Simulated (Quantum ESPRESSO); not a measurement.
**A series of runs on NiBi (P6_3/mmc, 4 atoms in the cell)**

```
NiBi
1.0
    4.19824     0.00000     0.00000
   -2.09912     3.63578     0.00000
    0.00000     0.00000     5.34606
Ni Bi
2 2
Direct
  0.00000   0.00000   0.50000
  0.00000   0.00000   0.00000
  0.33333   0.66667   0.25000
  0.66667   0.33333   0.75000
```

Base run A: Quantum ESPRESSO with PBEsol, PseudoDojo standard norm-conserving (PBESOL) pseudopotentials, self-consistent single point.

Its settings: ecutwfc = 100 Ry; occupations = smearing; smearing = mp; degauss = 0.0073499 Ry; potentials = {Ni: Ni.upf, Bi: Bi.upf}; K_POINTS = automatic 6 6 4 0 0 0; conv_thr = 1e-11 Ry.

The starting cell comes from a database of computed structures (which also holds hypothetical and non-ambient phases and stackings), without a prior relaxation at this level. Its lattice was rescaled by a random factor within 2.5 % of one. Spin polarisation is off. In the base run, with a pressure of about -7 GPa the cell is away from its equilibrium volume at this level.

A dash stands where there is no value to compare (another energy zero or no entropy term, no result, no spin, no clean gap, or a mesh too coarse for one). Absolute energies have different zeros for different potentials, functionals, Hubbard and dispersion terms and are not compared across them.

Runs:
- B: vdw_corr: default → grimme-d3; dftd3_version: default → 3; dftd3_threebody: default → false [PBEsol-D3(0)]
- C: vdw_corr: default → grimme-d3; dftd3_version: default → 4; dftd3_threebody: default → false [PBEsol-D3(BJ)]
- D: vdw_corr: default → grimme-d3; dftd3_version: default → 4; dftd3_threebody: default → true [PBEsol-D3(BJ) with three-body term]

| run | pressure (GPa) | dispersion energy (eV/atom) |
|---|---|---|
| A | -6.74 | – |
| B | -9.11 | -0.284 |
| C | -10.16 | -0.476 |
| D | -9.64 | -0.439 |

Run D against A: The pressure goes from -6.74 to -9.64 GPa.

Run B against A: The pressure goes from -6.74 to -9.11 GPa.

Run C against A: The pressure goes from -6.74 to -10.16 GPa.

Left out of this page: 1 run of the series held back from this collection.
